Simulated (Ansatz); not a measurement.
The starting structures come from a database of crystals and need not be the phases stable at ambient conditions.

Data:

```xyz
20
Lattice="5.5559 0.0000 0.0000 2.4328 7.9037 0.0000 0.0000 0.0000 4.9040" Properties=species:S:1:pos:R:3 pbc="T T T"
Li     4.5850     4.7825     0.0520
Li     3.4036     3.1212     2.5040
Li     6.2870     7.8500     2.4569
Li     1.7016     0.0537     0.0049
H      6.6001     3.4808     1.7973
H      1.3886     4.4229     4.2493
H      0.9213     2.4462     3.0135
H      7.0674     5.4575     0.5615
S      3.5551     6.2558     2.4392
S      4.4336     1.6479     4.8912
O      3.9301     4.9130     1.8998
O      4.0585     2.9908     4.3518
O      6.5272     4.7280     0.1814
O      1.4614     3.1757     2.6334
O      3.5288     0.6165     4.2964
O      4.4598     7.2872     1.8444
O      3.7388     6.2463     3.9217
O      4.2498     1.6574     1.4697
O      2.1469     6.5490     2.0827
O      5.8417     1.3547     4.5347
```

Space group of this cell: P2_1. The cell is taken as given; by r2SCAN its mean pressure is -3.7 GPa.

Transport runs along the normal of the first two printed cell vectors.

No gap correction and no spin-orbit coupling; mid-gap values are interpolated between computed energies.

**Question.** Give the band gap and the smallest decay constant κ at mid-gap that r2SCAN (Ansatz, an electronic-structure program) yields.

**Answer.** Gap 6.20 eV on a 6×4×6 mesh; κ = 0.523 1/Å, at the zone centre.
